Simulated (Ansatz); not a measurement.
# Phonon-limited transport in CoSi₂ (Fm-3m)

Data:

```yaml
crystal:
  lattice:
    - [0.00000, 2.59764, 2.59764]
    - [2.59764, 0.00000, 2.59764]
    - [2.59764, 2.59764, 0.00000]
  atoms:
    - { symbol: Co, position: [0.00000, 0.00000, 0.00000] }
    - { symbol: Si, position: [0.75000, 0.75000, 0.75000] }
    - { symbol: Si, position: [0.25000, 0.25000, 0.25000] }
```

The numbers are results of PBEsol, DFPT electron-phonon coupling, linearised Boltzmann equation (plane waves, PAW, scalar-relativistic; Ansatz, a quantum-chemistry and plane-wave program), not measurements. Condition of this run: hydrostatic pressure 15 GPa (the target of the relaxation). Geometry: relaxed with this functional, without spin-orbit coupling, then loaded as said.

| Property | Result |
|---|---|
| resistivity at 300 K | 7.4 μΩ·cm |
| resistivity at 77 K | 0.48 μΩ·cm |
| electron mean free path at 300 K (weighted by the current that each state carries) | 12.7 nm |
| electron-phonon coupling λ | 0.35 |
| transport coupling λ_tr | 0.33 |
| logarithmic mean phonon energy | 28 meV |
| density of states at the Fermi level | 0.47 states/(eV·spin·cell) |
| Drude plasma energy | 6.8 eV |
| Hall coefficient at 300 K | 20 ×10⁻¹¹ m³/C |

A metal at this level (no band gap). Only scattering by harmonic phonons is included (no impurities, grain boundaries, electron-electron scattering or thermal expansion). Spin-orbit coupling is left out. Halving the electron mesh (28x28x28) moves the resistivity by up to 2 % at 300 K, the mean free path by up to 1 %, the coupling by up to 2 %. Smearing 0.20 eV; phonons on a 5x5x5 q mesh, which this run doesn't test and which matters most at low temperature.

Treated as nonmagnetic (a ferromagnetic start lost its moment, other orders weren't tried): CoSi2 (Fm-3m).
